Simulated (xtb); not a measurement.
xtb 6.7.1, GFN2-xTB: C(#Cc1cccs1)c1ccc2c(c1)oc1ccccc12, 30 atoms. The geometry is a generated start, not checked to be a minimum at this level.

| Item | Value |
|---|---|
| method | GFN2-xTB |
| --acc | 1 (default) |
| --etemp (K) | 300 (default) |
| detailed input (--input) | none: ANC optimiser, Lindh (1995) Hessian, microcycle=20, maxdispl=1.0, hlow=0.01 (default) |
| basis functions | 96 |
| valence electrons | 94 |

```xyz
30

C      2.1942    -0.3706    -0.1667
C      3.3889    -0.3410    -0.2884
C      4.8066    -0.3073    -0.4332
C      5.5169     0.7275    -1.0035
C      6.9217     0.4786    -1.0089
C      7.2304    -0.7382    -0.4421
S      5.8326    -1.5698     0.0906
C      0.7711    -0.4099    -0.0214
C      0.1247    -1.6449     0.1075
C     -1.2693    -1.7214     0.2515
C     -2.0146    -0.5277     0.2643
C     -1.3341     0.6784     0.1336
C      0.0478     0.7880    -0.0106
O     -2.2044     1.7249     0.1666
C     -3.4515     1.2006     0.3190
C     -4.6305     1.9385     0.3991
C     -5.8146     1.2108     0.5556
C     -5.8008    -0.1846     0.6266
C     -4.5977    -0.9004     0.5429
C     -3.3939    -0.1877     0.3851
H      5.0546     1.6236    -1.3998
H      7.6655     1.1573    -1.4080
H      8.2082    -1.1817    -0.3136
H      0.7045    -2.5665     0.0974
H     -1.7590    -2.6855     0.3508
H      0.5233     1.7566    -0.1079
H     -4.6228     3.0201     0.3424
H     -6.7617     1.7422     0.6233
H     -6.7371    -0.7253     0.7486
H     -4.5991    -1.9847     0.5993
```

The structure is relaxed from this start with --opt LEVEL for the levels crude, sloppy, loose, lax, normal, tight, vtight, extreme, once each. Up to the end of the extreme run atoms move by at most 0.60 Å along an axis.

Problem. What is the loosest level that ends within 1 meV of the extreme run, and how many cycles does it take?

Solution. normal: 22 cycles against 56, ending 0.45 meV above.

| level | cycles | energy above the extreme run (meV) | gradient norm (eV/Å) |
|---|---|---|---|
| crude | 4 | 9.2 | 0.25 |
| sloppy | 5 | 7.7 | 0.13 |
| loose | 6 | 7.3 | 0.10 |
| lax | 6 | 7.3 | 0.10 |
| normal | 22 | 0.45 | 0.026 |
| tight | 23 | 0.43 | 0.018 |
| vtight | 52 | under 0.01 | 0.0022 |
| extreme | 56 | — | 0.0017 |
